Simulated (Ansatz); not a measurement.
The reference is MoSi2 (space group I4/mmm, No. 139; a = 3.174 Å, c = 7.779 Å; relaxed with 0.1 eV smearing). Axes: x, y, z lie along a, b, c of the conventional cell.

Level of theory: LDA (Ansatz, a first-principles code), no spin-orbit coupling.

Before the change:

```
Property                        Result
-----------------------------  -------
Shortest interatomic distance  2.564 Å
```

It is then changed as follows: uniaxial strain ε_zz = +0.50 %, all other strain components held at zero; the atoms relax in the strained cell.

What happens to the energy relative to the base and shortest interatomic distance?

The energy grows by 0.5 meV/atom; the shortest interatomic distance increases by 0.011 Å, from 2.564 Å to 2.575 Å.

Stability against distortions was not tested. The final runs are not spin-polarised.
